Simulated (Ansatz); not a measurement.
The starting structures come from a database of crystals and need not be the phases stable at ambient conditions.

By PBEsol, the system below comes out a metal.

A figure of merit of an interconnect metal is its ballistic conductance per area.

Data:

```
CELL_PARAMETERS angstrom
      3.97981     0.00000     0.00000
     -1.98990     3.44662     0.00000
      0.00000     0.00000     5.02388
ATOMIC_POSITIONS crystal
  Ni 0.66667 0.33333 0.25000
  Ni 0.33333 0.66667 0.75000
  Ni 0.00000 0.00000 0.00000
  Ni 0.00000 0.00000 0.50000
  Ge 0.66667 0.33333 0.75000
  Ge 0.33333 0.66667 0.25000
```

The cell is taken as given; by PBEsol it stands under a pressure of -1.2 GPa.

The current flows along the normal of the first two printed cell vectors, the (001) plane of the conventional cell. No spin-orbit coupling; the value is a mean over 0.1 eV about the Fermi level.

Problem. Predict the ballistic conductance per area from PBEsol run with Ansatz (a first-principles code).

Solution. 0.77 × 10¹⁵ S/m² for both spins.
